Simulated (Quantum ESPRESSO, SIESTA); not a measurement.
A Quantum ESPRESSO input for a self-consistent single point of ScAg4 (P1, 5 atoms in the cell) (DFT, LDA (PZ), plane waves, GBRV 1.5 ultrasoft (LDA) pseudopotentials):

```fortran
&CONTROL
    calculation = 'scf'
    prefix = 'ScAg4'
    outdir = './work'
    pseudo_dir = './'
    tprnfor = .true.
    tstress = .true.
/
&SYSTEM
    ibrav = 0
    nat = 5
    ntyp = 2
    ecutwfc = 50
    ecutrho = 400
    occupations = 'smearing'
    smearing = 'fd'
    degauss = 0.0073499
/
&ELECTRONS
    conv_thr = 1.0d-10
    mixing_beta = 0.4
/
ATOMIC_SPECIES
Sc    44.9559  sc_lda_v1.uspp.F.UPF
Ag   107.8682  ag_lda_v1.4.uspp.F.UPF
ATOMIC_POSITIONS {crystal}
Sc    0.0052390000   -0.0047760000    0.0020940000
Ag    0.1817690000    0.5996510000    0.7797910000
Ag    0.7835610000    0.3932120000    0.1934290000
Ag    0.6197970000    0.8102310000    0.4192250000
Ag    0.4096330000    0.2016830000    0.6054610000
K_POINTS {automatic}
6 6 6  0 0 0
CELL_PARAMETERS {angstrom}
  -3.3006100000     3.3006100000     2.0416250000
   3.3006100000    -3.3006100000     2.0416250000
   3.3006100000     3.3006100000    -2.0416250000
```

Problem. Translate this input to SIESTA.

Solution. This is the input that was run; spellings and numerical settings could be chosen otherwise.

```
# files in the folder: Sc.psml Ag.psml (PseudoDojo LDA standard)
SystemName  ScAg4
SystemLabel ScAg4

NumberOfAtoms                5
NumberOfSpecies              2
%block ChemicalSpeciesLabel
  1 21 Sc
  2 47 Ag
%endblock ChemicalSpeciesLabel
LatticeConstant              1.0 Ang
%block LatticeVectors
    -3.300610000    3.300610000    2.041625000
     3.300610000   -3.300610000    2.041625000
     3.300610000    3.300610000   -2.041625000
%endblock LatticeVectors
AtomicCoordinatesFormat      ScaledCartesian
%block AtomicCoordinatesAndAtomicSpecies
    -0.026144132    0.039967086   -0.003329890  1
     3.953051481    1.194520464    0.003325807  2
    -0.649956121    1.926823505    2.007619694  2
     2.012246592    0.755149863    2.063680675  2
     1.312028782    2.684752481    0.011953714  2
%endblock AtomicCoordinatesAndAtomicSpecies

XC.functional                LDA
XC.authors                   PW92
PAO.BasisSize                DZP
PAO.EnergyShift              0.01 Ry
MeshCutoff                   400 Ry
%block kgrid.MonkhorstPack
    6   0   0  0.0
    0   6   0  0.0
    0   0   6  0.0
%endblock kgrid.MonkhorstPack
OccupationFunction           FD
ElectronicTemperature        0.1 eV

MaxSCFIterations             150
SCF.Mixer.Method             Broyden
SCF.Mixer.Weight             0.25
SCF.Mixer.History            8
SCF.DM.Tolerance             1.0E-05
Diag.ParallelOverK           true
WriteForces                  true
```

Basis settings and potentials, where a program has them, do not carry over. This input uses DFT, LDA PW92, numerical atomic orbitals DZP, PseudoDojo LDA standard norm-conserving potentials (rewritten from UPF to PSML). LDA parametrisations can differ slightly between programs.

The starting cell comes from a database of computed structures (which also holds hypothetical and non-ambient phases and stackings), without a prior relaxation at this level. For this run, on top of that: atoms moved at random.
